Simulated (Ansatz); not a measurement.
**MgO: response to strain**

Base system: MgO in the rock salt structure (space group Fm-3m, No. 225; a = 4.215 Å). Axes: x, y, z lie along the cube axes.

Strains are applied to the cell and any free atomic positions relax; under biaxial strain the out-of-plane vector relaxes too.

The values are results of Ansatz (an electronic-structure program) PBEsol, no SOC, earlier PAW set, not measurements.

Candidates:
(a) biaxial strain +1.98 %, plane normal [110], relaxed out of plane
(b) biaxial strain +2.47 %, plane normal [111], relaxed out of plane
(c) uniaxial strain ε_yy = +0.35 %
(d) biaxial strain −1.03 %, plane normal [111], relaxed out of plane

Base values:

| Property | Result |
|---|---|
| Band gap | 4.62 eV |

Order them by band gap, lowest first.

(b) biaxial strain +2.47 %, plane normal [111], relaxed out of plane (4.08 eV), (a) biaxial strain +1.98 %, plane normal [110], relaxed out of plane (4.22 eV), (c) uniaxial strain ε_yy = +0.35 % (4.58 eV), (d) biaxial strain −1.03 %, plane normal [111], relaxed out of plane (4.75 eV)

A biaxial case was relaxed in a doubled cell and then solved in the primitive one. Whether these cells are dynamically stable was not tested.
